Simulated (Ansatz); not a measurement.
# How the equilibrium volume per atom of BAs (model structure, started from the PtS type, P4₂/mmc, No. 131, 4 atoms in the cell) moves with the method

No measured value is used here.

```csv
level (code),value (Å³/atom)
PBE (Ansatz),14.46
PBEsol (Ansatz),14.05
PBE-D3(BJ) (Ansatz),(withheld)
```

Task: What belongs in the gaps?

Result: 
- PBE-D3(BJ) (Ansatz, a quantum-chemistry and plane-wave program), value (Å³/atom): 14.00

Ansatz's density-functional and Hartree–Fock values are scalar-relativistic unless marked +SOC, with PAW data made under PBE.

A model structure was made by putting elements into a prototype or built by hand; it is no filed structure, need not be a known phase, and can be a saddle point held by its symmetry.
